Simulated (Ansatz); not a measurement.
An Ansatz (a first-principles code) run: Cu3N with a change (Cu interstitial (started 2.66 Å from the nearest host atom), symmetric start); PBEsol/PAW in Ansatz, without spin-orbit coupling.

Input:

Ansatz 0.2 input:
```yaml
crystal:
  lattice:
    - [3.7649121496, -3.7649121496, -3.7649121496]
    - [-3.7649121496, 3.7649121496, -3.7649121496]
    - [3.7649121496, 3.7649121496, 3.7649121496]
  atoms:
    - { symbol: N, position: [0.5, 0.5, 0] }
    - { symbol: N, position: [0, 0, 0] }
    - { symbol: N, position: [0, 0.5, 0.5] }
    - { symbol: N, position: [0.5, 0, 0.5] }
    - { symbol: Cu, position: [0.75, 0.5, 0.25] }
    - { symbol: Cu, position: [0.25, 0, 0.25] }
    - { symbol: Cu, position: [0.25, 0.5, 0.75] }
    - { symbol: Cu, position: [0.75, 0, 0.75] }
    - { symbol: Cu, position: [0.25, 0.25, 0] }
    - { symbol: Cu, position: [0.75, 0.75, 0] }
    - { symbol: Cu, position: [0.75, 0.25, 0.5] }
    - { symbol: Cu, position: [0.25, 0.75, 0.5] }
    - { symbol: Cu, position: [0.5, 0.75, 0.25] }
    - { symbol: Cu, position: [0, 0.25, 0.25] }
    - { symbol: Cu, position: [0, 0.75, 0.75] }
    - { symbol: Cu, position: [0.5, 0.25, 0.75] }
    - { symbol: Cu, position: [0, 0, 0.5] }
basis: { ecutwfc: 420, ecutrho_ratio: 4, xc_grid: 2, fft_grid_basis: typed }
kpoints: { mp_grid: { grid: [7, 7, 7] } }
hamiltonian:
  xc: pbesol
  dispersion: none
  pseudopotentials: { kind: paw }
scf: { occupations: { method: fermi_dirac, width: 0.05 }, convergence: { dr2_threshold: 0.0000000017 } }
relax: { f_tol: 0.02, max_steps: 45 }
output: { forces: true, stress: true }
checkpoint: { write: state.ck, write_every: 1000 }
```

Output (explanatory and most iteration lines left out):

```
Relaxation: its limit of steps is 45 (relax.max_steps)
Pseudopotential: N, paw, valence charge 5
Pseudopotential: Cu, paw, valence charge 19
Crystal: 17 atoms, lattice volume = 213.464 Å³
Basis set: ecut = 420 eV, 4189 PW (Γ), exchange–correlation on 90×90×90 points (8 copies of the dense FFT grid, shifted against one another)
Bands: 161, of which v1, the nominal top of the filled ones, is band 134 counted from 1 (133 counted from 0)
Symmetry: 48 space group operations
Space group: Im-3m (ITA 229), of the structure as read, at distance tolerance 6.0e-5 Å
k-points: 20 of 343
Functional: x = pbesol(κ = 0.804, μ = 0.12345679012345678), c = pbesol(β = 0.046)
SCF iter   1: F=—  HF=-87163.597563 eV  |F-HF|=—  |Δ(HF+E_count)|=         —  Δρ=1.99e-2  dr2=5.91e-1  ethr=1.77e-3  ⟨swp⟩=5.4  Hψ=10919  notcnv=0  defer=211
SCF iter   2: F=—  HF=-87164.483617 eV  |F-HF|=—  |Δ(HF+E_count)|=   8.86e-1  Δρ=5.54e-2  dr2=3.92e0  ethr=2.21e-4  ⟨swp⟩=3.0  Hψ=6726  notcnv=0  defer=373  recentre
SCF 1 converged in 10 iterations: F = -87163.455166 eV  dr2 = 1.84e-10
relax step   1: F+E_penalty+E_count = -87163.45516625 eV  Δ(F+E_penalty+E_count) = +0.000e0 eV  max|allowed force component| = 1.825e-1 eV/Å  Δτ_max = 0.0000 Å  (10 SCF iters, accepted)
Crystal: 17 atoms, lattice volume = 213.464 Å³
SCF iter   1: F=—  HF=-87163.486432 eV  |F-HF|=—  |Δ(HF+E_count)|=         —  Δρ=2.74e-3  dr2=5.26e-3  ethr=1.98e-6  ⟨swp⟩=2.2  Hψ=9486  notcnv=0  defer=363
SCF iter   2: F=—  HF=-87163.484734 eV  |F-HF|=—  |Δ(HF+E_count)|=   1.70e-3  Δρ=1.24e-3  dr2=2.11e-3  ethr=1.97e-6  ⟨swp⟩=2.0  Hψ=5295  notcnv=0  defer=363
SCF 2 converged in 9 iterations: F = -87163.484310 eV  dr2 = 3.97e-11
relax step   2: F+E_penalty+E_count = -87163.48430967 eV  Δ(F+E_penalty+E_count) = -2.914e-2 eV  max|allowed force component| = 1.355e-1 eV/Å  Δτ_max = 0.0108 Å  (9 SCF iters, accepted)
Crystal: 17 atoms, lattice volume = 213.464 Å³
SCF iter   1: F=—  HF=-87163.536414 eV  |F-HF|=—  |Δ(HF+E_count)|=         —  Δρ=7.87e-3  dr2=4.36e-2  ethr=1.64e-4  ⟨swp⟩=4.5  Hψ=6897  notcnv=0  defer=365
SCF iter   2: F=—  HF=-87163.521552 eV  |F-HF|=—  |Δ(HF+E_count)|=   1.49e-2  Δρ=2.97e-3  dr2=1.27e-2  ethr=1.63e-5  ⟨swp⟩=2.1  Hψ=6072  notcnv=0  defer=366
SCF 3 converged in 9 iterations: F = -87163.518907 eV  dr2 = 7.81e-10
relax step   3: F+E_penalty+E_count = -87163.51890723 eV  Δ(F+E_penalty+E_count) = -3.460e-2 eV  max|allowed force component| = 6.200e-3 eV/Å  Δτ_max = 0.0311 Å  (9 SCF iters, accepted)
SCF converged after 9 iterations
Free energy (F): -87163.518907 eV
Internal energy: -87163.499926 eV  (E = F + TS)
E sigma→0 (E₀):  -87163.509417 eV
Entropy (-TS):   -0.018981 eV (-1.117 meV/atom)
Fermi energy:    13.367977 eV
--- Forces (eV/Å), atoms counted from 1 ---
  atom   1  N      0.00000000    -0.00000000    -0.00000000
  atom   2  N      0.00000000    -0.00000000     0.00000000
  atom   3  N      0.00000000    -0.00000000    -0.00000000
  atom   4  N      0.00000000     0.00000000    -0.00000000
[...]
  atom   7  Cu    -0.00000000     0.00619977    -0.00619977
  atom   8  Cu     0.00000000     0.00619977     0.00619977
  atom   9  Cu     0.00619977     0.00619977     0.00000000
  atom  10  Cu    -0.00619977    -0.00619977     0.00000000
  atom  11  Cu    -0.00619977     0.00619977    -0.00000000
  atom  12  Cu     0.00619977    -0.00619977     0.00000000
  atom  13  Cu    -0.00619977     0.00000000     0.00619977
  atom  14  Cu    -0.00619977    -0.00000000    -0.00619977
  atom  15  Cu     0.00619977     0.00000000     0.00619977
  atom  16  Cu     0.00619977     0.00000000    -0.00619977
  atom  17  Cu     0.00000000    -0.00000000     0.00000000
--- Stress (GPa, compression-positive) ---
        0.925042       0.000000       0.000000
        0.000000       0.925042       0.000000
       -0.000000       0.000000       0.925042
  P = ⅓ Tr σ = 0.9250 GPa (9.250 kbar)
--- Relaxed structure (3 steps of the walk, 3 accepted, 0 SCFs on fresh bases) ---
  atoms:
    - { symbol: N, position: [0.5, 0.5, 6.098303095805152e-20] }
    - { symbol: N, position: [1.422937389021201e-19, 6.775892328672393e-20, 6.098303095805158e-20] }
    - { symbol: N, position: [1.4229373890212004e-19, 0.5, 0.5] }
    - { symbol: N, position: [0.5, 6.775892328672384e-20, 0.5] }
    - { symbol: Cu, position: [0.7539359650158903, 0.5078719300317808, 0.25393596501589044] }
    - { symbol: Cu, position: [0.24606403498410956, 0.0, 0.25393596501589044] }
    - { symbol: Cu, position: [0.24606403498410953, 0.4921280699682191, 0.7460640349841096] }
    - { symbol: Cu, position: [0.7539359650158904, 0.0, 0.7460640349841096] }
    - { symbol: Cu, position: [0.24606403498410956, 0.24606403498410956, -0.007871930031780905] }
    - { symbol: Cu, position: [0.7539359650158904, 0.7539359650158904, 0.007871930031780905] }
    - { symbol: Cu, position: [0.7539359650158903, 0.2460640349841096, 0.4999999999999999] }
    - { symbol: Cu, position: [0.2460640349841096, 0.7539359650158903, 0.4999999999999999] }
    - { symbol: Cu, position: [0.5078719300317808, 0.7539359650158903, 0.25393596501589044] }
    - { symbol: Cu, position: [0.0, 0.24606403498410956, 0.25393596501589044] }
    - { symbol: Cu, position: [0.0, 0.7539359650158904, 0.7460640349841096] }
    - { symbol: Cu, position: [0.4921280699682191, 0.24606403498410953, 0.7460640349841096] }
    - { symbol: Cu, position: [0.0, 0.0, 0.5] }
```

The cell is small, so the values are those of an ordered compound at a high defect concentration; dilute-limit values will differ. The defect started on the symmetric site and kept its symmetry, so it may sit on a saddle. The final runs are not spin-polarised. The cell was made from Cu₃N (space group Pm-3m, No. 221) by this change: Cu interstitial (started 2.66 Å from the nearest host atom). The defect cell is not spin-polarised.
